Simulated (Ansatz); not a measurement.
Start from Be in the hcp (Mg type) structure (space group P6_3/mmc, No. 194; a = 2.257 Å, c = 3.553 Å).

Perturbation: full substitution Be → Ni, then cell and atoms are relaxed.

Levels (all Ansatz, a quantum-chemistry and plane-wave program, PAW): PBEsol (420 eV, scalar-relativistic without spin-orbit coupling); r2SCAN (500 eV, no spin-orbit coupling).

The geometry is relaxed with PBEsol.

- PBEsol pressure: 0.0 GPa
- PBEsol magnetic state: ferromagnetic
- PBEsol largest site moment: 0.66 μB

Question: What does r2SCAN give at this geometry for the pressure, magnetic state and largest site moment?

Answer: The pressure goes from zero to 2.6 GPa; the magnetic state stays ferromagnetic; the largest site moment goes up by 0.12 μB to 0.78 μB.

Other magnetic orders, which the real material may have, were not ruled out. Single points use the geometry relaxed with PBEsol. Their cutoffs differ, which shifts pressures a little. Stability against distortions was not tested. This is not the structure that Ni has at room temperature and ambient pressure.
